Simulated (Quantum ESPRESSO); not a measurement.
Quantum ESPRESSO is run on DyCu5 (F-43m, 6 atoms in the cell), and the run fails. The aim is a self-consistent single point with DFT, PBEsol, plane waves, SSSP 1.1.2 efficiency (PBE) pseudopotentials.

This input was run:

```fortran
&control
  calculation = 'scf',
  outdir = './tmp/',
  pseudo_dir = './',
  tprnfor = .true.,
  tstress = .true.,
/
&system
  ibrav = 0,
  nat = 6,
  ntyp = 2,
  ecutwfc = 50,
  ecutrho = 400,
  occupations = 'smearing',
  smearing = 'gaussian',
  degauss = 0.0036749,
  nbnd = 56,
  nspin = 2,
  starting_magnetization(2) = 0.250,
  input_dft = 'pbesol',
/
&electrons
  conv_thr = 1.0d-10,
  mixing_beta = 0.4,
/
ATOMIC_SPECIES
Cu    63.5460  Cu_pbe_v1.2.uspp.F.UPF
Dy   162.5000  Dy.GGA-PBE-paw-v1.0.UPF
ATOMIC_POSITIONS bohr
Cu    8.27869173    8.27869173    8.27869173
Cu    8.27869173    4.96721504    4.96721504
Cu    4.96721504    4.96721504    8.27869173
Cu    4.96721504    8.27869173    4.96721504
Dy    0.00000000    0.00000000    0.00000000
Cu    3.31147669    3.31147669    3.31147669
K_POINTS automatic
5 5 5  0 0 0
CELL_PARAMETERS angstrom
   0.00000000     3.50471600     3.50471600
   3.50471600     0.00000000     3.50471600
   3.50471600     3.50471600     0.00000000
```

Output, abridged:

```
 %%%%%%%%%%%%%%%%%%%%%%%%%%%%%%%%%%%%%%%%%%%%%%%%%%%%%%%%%%%%%%%%%%%%%%%%%%%%%%
     Error in routine setup (1):
     too few bands
 %%%%%%%%%%%%%%%%%%%%%%%%%%%%%%%%%%%%%%%%%%%%%%%%%%%%%%%%%%%%%%%%%%%%%%%%%%%%%%

     stopping ...
```

Question: Read the log: what does the program object to, and what is the fix?

Answer: The fault is too few bands; here the program stops on it instead of giving results. To fix it, raise the band count or leave it to the default. The program stopped before any SCF iteration.

An input that runs soundly differs in these lines (not the only fix; some lines may just follow from the change or write a value another way):
```diff
-  nbnd = 56,
```

With that input, the run converged in 49 iterations: free energy E − TS -37909.9534 eV; Fermi level (on the code's own zero) 15.60 eV; pressure -5.59 GPa; largest force (vector length) 0.319 eV/Å; size of the cell's spin moment 4.78 μB (DFT, PBEsol, plane waves, SSSP 1.1.2 efficiency (PBE) pseudopotentials).

On the sound input: the starting cell comes from a database of published, mostly measured structures (it also holds non-ambient and calculated ones), without a prior relaxation at this level. Its lattice was rescaled by a random factor within 2.5 % of one. With one magnetic atom in the cell only a parallel order is possible. With U or open f shells several self-consistent states can exist. The f electrons are in the valence without U or exact exchange, which can misplace them near the Fermi level. Spin-orbit terms, which matter for f shells, are left out. With a pressure of about -6 GPa the cell is away from its equilibrium volume at this level.
